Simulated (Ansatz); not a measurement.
Take GaAs in the zinc blende structure (space group F-43m, No. 216) as the base.

```xyz
2
Lattice="0.0000 2.8328 2.8328 2.8328 0.0000 2.8328 2.8328 2.8328 0.0000" Properties=species:S:1:pos:R:3 pbc="T T T"
As     4.2492     4.2492     4.2492
Ga     0.0000     0.0000     0.0000
```

Levels (all Ansatz, a program for electronic structure, PAW, earlier PAW set): r2SCAN (500 eV, scalar-relativistic without spin-orbit coupling); HSE06+SOC (420 eV, spin-orbit coupling included).

Its gap is 0.97 eV with r2SCAN and 1.25 eV with HSE06+SOC.

Modification: a hydrostatic pressure of 60 GPa.

With r2SCAN the gap becomes 0.85 eV.

If the HSE06+SOC correction stayed the same, what would the HSE06+SOC gap be, and what does the HSE06+SOC run give?

A rigid correction of +0.28 eV gives 1.13 eV. The HSE06+SOC run gives 0.98 eV, so the correction itself changes by -0.15 eV.

Single points use the geometry relaxed with r2SCAN. HSE06 was sampled on its mesh, a few special points and the semilocal edge points, so its gap is an upper bound. The spin-orbit shifts are approximate. Load acts through the strain it causes; cell and atoms are relaxed under it. No phonon test of stability was made. Measured, GaAs leaves this structure (for a Cmcm phase) near 15 GPa (room temperature; as listed in arXiv:1906.07825).
